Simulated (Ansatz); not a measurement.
# Y_Hf+Y_Hf+V_O (monoclinic HfO2 host)

Calculation: PBE, PAW (plane waves to 420 eV; Ansatz, a first-principles code). Cell and caveats: 96-site cell; 2×2×2 shifted k-points; start: the Hf site; Hf 3.34 Å away; O(1,3-fold) 2.15 Å away; no spin–orbit coupling; energies good to tenths of an eV; relaxed from one start, so a lower configuration may exist; flagged in the runs: a host whose relaxation on this sampling wasn't shown to rest.

Neighbours after relaxation, in Å: of the emptied site: Y 2.23, O 2.29, Hf 2.30, Y 2.31; of the Y atom: O 2.14, O 2.15, O 2.19, O 2.26, O 2.30, O 2.32; of the Y atom: O 2.18, O 2.18, O 2.22, O 2.23, O 2.25, O 2.33.

```
charge         moment (μB)  point group  largest move off a lattice site (Å)
------  ------------------  -----------  -----------------------------------
0       not spin-polarised           C1                                 0.31
```

Point groups are those of the whole cell at tolerances of 0.03 and 0.1 Å ("near" where only the looser one holds); none is given for unsettled states.

Flagged in the runs: a host whose relaxation on this sampling wasn't shown to rest.

All states together cost roughly 70 core-minutes.
